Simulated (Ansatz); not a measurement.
## How far PBE and r2SCAN part for BeS, isotropic strain −0.90 %

The reference is BeS in the zinc blende structure (space group F-43m, No. 216; a = 4.8757 Å).

(Cell as relaxed with PBE.)

Levels (all Ansatz, an electronic-structure program, PAW, earlier PAW set): PBE (420 eV, scalar-relativistic without spin-orbit coupling); r2SCAN (500 eV, scalar-relativistic without spin-orbit coupling).

Each level relaxes its own structure.

```json
[
 {"base": "volume per atom", "PBE": "14.49 Å³", "r2SCAN": "14.42 Å³"},
 {"base": "lattice parameter a", "PBE": "4.876 Å", "r2SCAN": "4.868 Å"},
 {"base": "band gap", "PBE": "3.15 eV", "r2SCAN": "3.59 eV"}
]
```

The change: an isotropic linear strain of −0.90 %; the atoms relax in the strained cell.

```json
[
 {"quantity": "energy relative to the base (free energy F)", "PBE": "+3.2 meV/atom", "r2SCAN": "+3.3 meV/atom"},
 {"quantity": "hole mass (degenerate bands, along [100])", "PBE": "0.34, 0.56, 0.56 mₑ (at Γ)", "r2SCAN": "0.34, 0.55, 0.55 mₑ (at Γ)"},
 {"quantity": "pressure", "PBE": "2.66 GPa", "r2SCAN": "2.78 GPa"},
 {"quantity": "gap character", "PBE": "indirect, Γ → X", "r2SCAN": "indirect, Γ → X"},
 {"quantity": "band gap", "PBE": "3.09 eV", "r2SCAN": "3.53 eV"}
]
```

PBE's pressure lies 0.126 GPa below r2SCAN's; PBE's band gap lies 0.44 eV below r2SCAN's; the two agree on the gap character. Neither level is exact; r2SCAN is the comparison here, not a measurement.

Effective masses come from finite differences of ±0.01 Å⁻¹. No phonon test of stability was made.
